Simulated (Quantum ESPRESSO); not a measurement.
Input and output of a self-consistent single point for BeSe (F-43m, 2 atoms in the cell) (Quantum ESPRESSO).

Computed with PBE, spin-orbit coupling, PSlibrary fully relativistic PAW (PBE) pseudopotentials (plane waves; Quantum ESPRESSO).

```yaml
crystal:
  lattice:
    - [0.00000, 2.57000, 2.57000]
    - [2.57000, 0.00000, 2.57000]
    - [2.57000, 2.57000, 0.00000]
  atoms:
    - { symbol: Be, position: [0.00000, 0.00000, 0.00000] }
    - { symbol: Se, position: [0.25000, 0.25000, 0.25000] }
```

Reference input (self-consistent single point, DFT, PBE, plane waves, PSlibrary PAW (PBE) pseudopotentials): ecutwfc = 40 Ry; ecutrho = 240 Ry; occupations = smearing; smearing = fd; degauss = 0.0036749 Ry; potentials = {Be: Be.pbe-n-kjpaw_psl.1.0.0.UPF, Se: Se.pbe-n-kjpaw_psl.1.0.0.UPF}; K_POINTS = automatic 9 9 9 0 0 0; conv_thr = 1e-10 Ry. This run's input differs from it in these lines:

```diff
@@ -17,2 +17,4 @@
  degauss = 0.0036749
+ noncolin = .true.
+ lspinorb = .true.
 /
@@ -22,4 +24,4 @@
 ATOMIC_SPECIES
-Be     9.0122  Be.pbe-n-kjpaw_psl.1.0.0.UPF
-Se    78.9710  Se.pbe-n-kjpaw_psl.1.0.0.UPF
+Be     9.0122  Be.rel-pbe-n-kjpaw_psl.1.0.0.UPF
+Se    78.9710  Se.rel-pbe-n-kjpaw_psl.1.0.0.UPF
 ATOMIC_POSITIONS {bohr}
```

Log, with long lists cut:

```
     Self-consistent Calculation

     iteration #  1     ecut=    40.00 Ry     beta= 0.70

     Threshold (ethr) on eigenvalues was too large:
     Diagonalizing with lowered threshold

     total energy              =    -196.45354984 Ry
     estimated scf accuracy    <       0.03142072 Ry

     iteration #  2     ecut=    40.00 Ry     beta= 0.70

     total energy              =    -196.45511698 Ry
     estimated scf accuracy    <       0.00121194 Ry

     iteration #  3     ecut=    40.00 Ry     beta= 0.70

     total energy              =    -196.45538461 Ry
     estimated scf accuracy    <       0.00003750 Ry

   [... 3 blocks of this kind left out ...]

     iteration #  7     ecut=    40.00 Ry     beta= 0.70

     total energy              =    -196.45540146 Ry
     estimated scf accuracy    <          2.4E-10 Ry

     iteration #  8     ecut=    40.00 Ry     beta= 0.70
     End of self-consistent calculation

     the Fermi energy is     6.6333 ev

!    total energy              =    -196.45540146 Ry
     estimated scf accuracy    <          1.0E-11 Ry
     smearing contrib. (-TS)   =      -0.00000000 Ry
     internal energy E=F+TS    =    -196.45540146 Ry

     convergence has been achieved in   8 iterations

     Forces acting on atoms (cartesian axes, Ry/au):

     atom    1 type  1   force =    -0.00000000   -0.00000000   -0.00000000
     atom    2 type  2   force =     0.00000000    0.00000000    0.00000000

     Total force =     0.000000     Total SCF correction =     0.000000

          total   stress  (Ry/bohr**3)                   (kbar)     P=       17.41
   0.00011833  -0.00000000  -0.00000000           17.41       -0.00       -0.00
  -0.00000000   0.00011833  -0.00000000           -0.00       17.41       -0.00
  -0.00000000  -0.00000000   0.00011833           -0.00       -0.00       17.41

   JOB DONE.
```

The run converged in 8 iterations. Against the reference run the pressure moves little (1.72 to 1.74 GPa) and the gap on the mesh goes from 2.695 to 2.550 eV.

The starting cell has typed, rounded lattice constants, without a prior relaxation at this level.
